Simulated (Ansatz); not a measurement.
The reference is Cs₂AgBiBr₆ (space group Fm-3m, No. 225; a = 11.187 Å). Axes: x, y, z lie along the cube axes.

The values are results of PBEsol in Ansatz (plane waves to 420 eV, PAW, no SOC), not measurements.

Before the change:

The shortest interatomic distance comes out as 2.753 Å.

Perturbation: biaxial strain −1.88 %, plane normal [111], relaxed out of plane (Cartesian); in-plane vectors clamped, the third vector and the atoms free.

### Question
What does the calculation give for the ratio −ε⊥/ε∥ after the change?

### Answer
The ratio −ε⊥/ε∥ comes out as 1.24.

### Question
How does this affect the valley order?

### Answer
The valley order (the lowest conduction-band minima on the path, energy above the VBM, named in the base's zone) amounts to L along [1-1-1] 1.05 eV; L along [111] 1.13 eV; a point along [1-10], about 0.4 Å⁻¹ from Γ 1.83 eV; a point along [10-1], about 0.6 Å⁻¹ from Γ 2.12 eV.

### Question
Predict the new shortest interatomic distance.

### Answer
The shortest interatomic distance drops by 0.016 Å to 2.737 Å.

With Bi present, leaving out spin-orbit coupling can change the band edges. The levels and masses belong to the bands next to the band gap. Stability against distortions was not tested.

Ansatz is a first-principles code.
